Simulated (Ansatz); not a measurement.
**A computed series for InSe: response to strain**

Start from InSe in the beta-GaS type structure (space group P6_3/mmc, No. 194; layered, stacked along the Cartesian z axis).

```xyz
8
Lattice="4.0321 0.0000 0.0000 -2.0160 3.4919 0.0000 0.0000 0.0000 16.7641" Properties=species:S:1:pos:R:3 pbc="T T T"
In     0.0000     2.3279    11.1762
In     2.0160     1.1640     2.7942
In     2.0160     1.1640     5.5879
In     0.0000     2.3279    13.9699
Se     0.0000     2.3279     1.5074
Se     2.0160     1.1640     9.8895
Se     2.0160     1.1640    15.2567
Se     0.0000     2.3279     6.8746
```

Cartesian axes are those of the cell as printed.

Strains are applied to the cell and any free atomic positions relax.

Computed with Kohn–Sham DFT with the PBE-D3(BJ) functional, run in Ansatz (an electronic-structure program) with PAW and 420 eV plane waves, spin-orbit coupling left out.

| uniaxial strain ε_zz (%) | band gap (eV) |
|---|---|
| 0 | 0.37 |
| 0.47 | 0.39 |
| 4.47 | ? |
| 5.53 | 0.67 |

Task: Fit E_g = E₀ + Dε (ε in %) to the rows shown and predict the withheld row.

Result: Least squares on the printed values gives E₀ = 0.37 eV, D = 54.7 meV per % of strain (largest residual 0.00 eV); this predicts 0.61 eV, and the run gives 0.61 eV, in agreement.

Stability against distortions was not tested.
